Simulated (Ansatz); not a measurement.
Base system: HgTe in the zinc blende structure (space group F-43m, No. 216).

```xyz
2
Lattice="0.0000 3.2549 3.2549 3.2549 0.0000 3.2549 3.2549 3.2549 0.0000" Properties=species:S:1:pos:R:3 pbc="T T T"
Hg     0.0000     0.0000     0.0000
Te     1.6274     1.6274     1.6274
```

Cartesian axes are those of the cell as printed.

Method: PBEsol (Ansatz, an electronic-structure program, PAW, no spin-orbit coupling).

Strains are applied to the cell and any free atomic positions relax.

One change was made to it. Results:

| quantity | base | after |
|---|---|---|
| energy relative to the base (free energy F) | 0 meV/atom | +0.3 meV/atom |
| band gap | zero | zero |

Q: Name the change that was made.
A) tensor shear ε_xy = +1.71 %
B) tensor shear ε_xy = +2.00 %
C) tensor shear ε_xy = +0.57 %
D) tensor shear ε_xy = +1.43 %

A: C, tensor shear ε_xy = +0.57 %. For comparison, the energy relative to the base in the other runs: tensor shear ε_xy = +1.71 % gives +2.6 meV/atom; tensor shear ε_xy = +1.43 % gives +1.8 meV/atom; tensor shear ε_xy = +2.00 % gives +3.6 meV/atom.

Spin-orbit coupling, missing from the scalar runs, can matter with Hg and Te. Whether these cells are dynamically stable was not tested. All final runs are without spin polarisation. Gaps under 0.05 eV, about the width of the smearing, are given as zero. The zero or small gap of HgTe can change with the level of theory.
